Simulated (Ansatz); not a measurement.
Consider a periodic stack without vacuum, bcc V (0 0 1) on zinc-blende InP (0 0 1) (film strained to the substrate, started from cuts of the bulks and a machine-learned relaxation; slabs In5P6 and V16, which can lie off the formulas): substrate slab In5P6, film V16, surface cells [[1, 0], [1, 1]] and [[-1, 1], [-1, -1]], film strained by -0.6 and -0.6 %, outermost planes P/P and V/V as cut, which need not be the usual terminations and can put a slab off its formula. Its start:

```
In5V16P6
1.0
    4.21436     0.00000     0.00968
    0.00000     4.21436    -0.04517
   -0.58688    -1.06608    26.94380
In P V
5 6 16
Direct
  0.04236   0.04517   0.17347
  0.64314   0.52270   0.06089
  0.06914   0.11711   0.39519
  0.55335   0.57911   0.28434
  0.58790   0.76638   0.50874
  0.13003   0.52901   0.12115
  0.15738   0.01617   0.02235
  0.06062   0.60613   0.33950
  0.55747   0.06180   0.22923
  0.10892   0.36758   0.55168
  0.57603   0.21826   0.44791
  0.11854   0.40012   0.64720
  0.61833   0.89923   0.64756
  0.11089   0.87862   0.59032
  0.61234   0.37220   0.59156
  0.13213   0.44023   0.75922
  0.63206   0.94041   0.75938
  0.12525   0.92110   0.70323
  0.62521   0.42121   0.70334
  0.14350   0.47411   0.87134
  0.64357   0.97410   0.87139
  0.13840   0.95786   0.81541
  0.63847   0.45784   0.81528
  0.14937   0.50451   0.98359
  0.65246   0.00521   0.98394
  0.14779   0.98951   0.92714
  0.64733   0.48961   0.92745
```

The start was prepared with a machine-learned potential, and the result is one local minimum, with the in-plane cell held and forces under 0.04 eV/Å; the film can end far from its bulk form.

These are PBE (plane waves to 420 eV, PAW; Ansatz, an electronic-structure program) values and carry that method's errors. Scalar-relativistic, without spin–orbit coupling; the runs are not spin-polarised; PBE gaps are too small against experiment. Its k-point mesh 7×7×1, Fermi–Dirac width 0.05 eV.

**Question.** Predict the relaxed interface.

**Answer.** 
```
Item                                                                                                                                                                                 Result
-------------------------------------------------------------------------------  ----------------------------------------------------------------------------------------------------------
interface area                                                                                                                                                                      17.8 Å²
period                                                                                                                                                                              27.06 Å
heights between the nearest atoms of the two slabs at the two interfaces                                                                                                    1.02 and 1.02 Å
P–V contacts across the interfaces within 1.22 times the sum of covalent radii                                                                                              10, mean 2.39 Å
In–V contacts across the interfaces within 1.22 times the sum of covalent radii                                                                                              8, mean 3.07 Å
estimate of the barrier                                                          withheld, since the Fermi level falls at or inside a band of the host, which a slab this thin can't settle
```
